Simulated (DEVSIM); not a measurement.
System: Ti/SiO2/n-Si capacitor, at 300 K.

Layer 1 from the left is SiO2, thickness (nm) 5.70. Layer 2 from the left is Si, thickness (nm) 450, Nd (cm⁻³) 1.6e18.

Metal gate on the left, work function 4.33 eV. Fixed charge at the semiconductor interface -9.7e10 cm⁻² (in units of +e); no interface traps.

This is a model device: material constants are rounded textbook-type values typed into the input, and sizes, dopings and lifetimes were drawn at random. Values at 300 K.

SiO2: gap (eV) 9, affinity (eV) 0.9, permittivity 3.9. Si: gap (eV) 1.124, affinity (eV) 4.05, permittivity 11.7, Nc (cm⁻³) 2.86e19, Nv (cm⁻³) 3.1e19.

DEVSIM, 1D Poisson equation in equilibrium, Boltzmann statistics, complete ionisation; no quantum confinement or tunnelling. Metal contacts follow the ideal Schottky-Mott rule: no Fermi-level pinning, no interface dipoles.

Task: What does the simulation give for the minimum of the low-frequency capacitance, the flat-band voltage?

Result: minimum of the low-frequency capacitance 0.247 μF/cm²; flat-band voltage 0.23 V.
